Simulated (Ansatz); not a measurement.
**A computed series for EuO: response to strain**

The reference is EuO in the rock salt structure (space group Fm-3m, No. 225; a = 4.9652 Å; ferromagnetic; relaxed with 0.1 eV smearing). Axes: x, y, z lie along the cube axes.

Strains are applied to the cell and any free atomic positions relax; under biaxial strain the out-of-plane vector relaxes too.

Method: plane-wave PAW DFT at the PBEsol level (Ansatz, a quantum-chemistry and plane-wave program, 420 eV), no spin-orbit coupling.

Candidates:
(a) tensor shear ε_xy = −2.93 %
(b) uniaxial strain ε_xx = −4.92 %
(c) biaxial strain −4.11 %, plane normal [001], relaxed out of plane
(d) isotropic strain +1.01 %

Notes on the quantities. energy relative to the base: free energy F.

Order them by energy relative to the base, highest first.

(c) biaxial strain −4.11 %, plane normal [001], relaxed out of plane (+52 meV/atom), (b) uniaxial strain ε_xx = −4.92 % (+35 meV/atom), (a) tensor shear ε_xy = −2.93 % (+9.8 meV/atom), (d) isotropic strain +1.01 % (+4.7 meV/atom)

Other magnetic orders, which the real material may have, were not ruled out. The state of the 4f shell was not checked for lower solutions. Whether these cells are dynamically stable was not tested. No Hubbard U is applied, and correlation can decide whether such a compound is a metal.
